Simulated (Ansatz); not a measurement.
We look at the reaction energy. Reaction: NiSi (Pnma) + Si (diamond) → NiSi2 (Fm-3m). The sign is products less reactants.

NiSi2 (Fm-3m), 3 atoms in the cell; spin state with PBE: no moments. Conventional cell: a = 5.444 Å, b = 5.444 Å, c = 5.444 Å, α = 90.00°, β = 90.00°, γ = 90.00°.

NiSi (Pnma), 8 atoms in the cell; spin state with PBE: no moments. Conventional cell: a = 5.157 Å, b = 3.374 Å, c = 5.619 Å, α = 90.00°, β = 90.00°, γ = 90.00°.

Method: Ansatz (a first-principles code), PAW, neutral cells at 0 K with nuclei at rest, on structures from PBE. Ansatz runs with its default PAW set. Other levels take these structures, unless marked own geometry. The lattices are those relaxed with PBE, so at other levels the solids can be strained, which adds to the spread. A dispersion term (D3(BJ), or D4 for r2SCAN) was computed beside these levels and is taken off wherever the name lacks it.

Levels: PBE, PBE+D3(BJ), r2SCAN, r2SCAN+D4, r2SCAN (own geometry).

Q: Do the levels agree on the sign?

A: too close to call: PBE (-0.05); downhill: PBE+D3(BJ) (-0.12), r2SCAN (-0.09), r2SCAN+D4 (-0.12), r2SCAN (own geometry) (-0.10) (values in eV; within 0.05 eV of zero counts as too close to call). The levels span 0.07 eV, from PBE+D3(BJ) (-0.12) to PBE (-0.05).
